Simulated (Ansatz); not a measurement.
# Response to strain in Si

Take Si (space group Ia-3, No. 206) as the base.

```yaml
crystal:
  lattice:
    - [-3.30082, 3.30082, 3.30082]
    - [3.30082, -3.30082, 3.30082]
    - [3.30082, 3.30082, -3.30082]
  atoms:
    - { symbol: Si, position: [0.20461, 0.20461, 0.20461] }
    - { symbol: Si, position: [0.50000, 0.00000, 0.29539] }
    - { symbol: Si, position: [0.29539, 0.50000, 0.00000] }
    - { symbol: Si, position: [0.00000, 0.29539, 0.50000] }
    - { symbol: Si, position: [0.79539, 0.79539, 0.79539] }
    - { symbol: Si, position: [0.50000, 0.00000, 0.70461] }
    - { symbol: Si, position: [0.70461, 0.50000, 0.00000] }
    - { symbol: Si, position: [0.00000, 0.70461, 0.50000] }
```

Strains are applied to the cell and any free atomic positions relax.

All numbers come from Ansatz (an electronic-structure program), PBEsol, PAW, cutoff 420 eV, no spin-orbit coupling.

```csv
isotropic strain (%),pressure (GPa)
-3.8,13.4
-2.3,?
0,0.0
1.47,-3.6
2.83,-6.3
```

Task: Fit P = P₀ − Bδ + Cδ² with δ = (1 + ε)³ − 1 to the rows shown and predict the withheld row.

Result: Least squares on the printed values gives P₀ = 0.0 GPa, B = 94.2 GPa, C = 250 GPa (largest residual 0.1 GPa); this predicts 7.5 GPa, and the run gives 7.3 GPa, 0.2 lower.

Whether these cells are dynamically stable was not tested. This is not the structure that Si has at room temperature and ambient pressure.
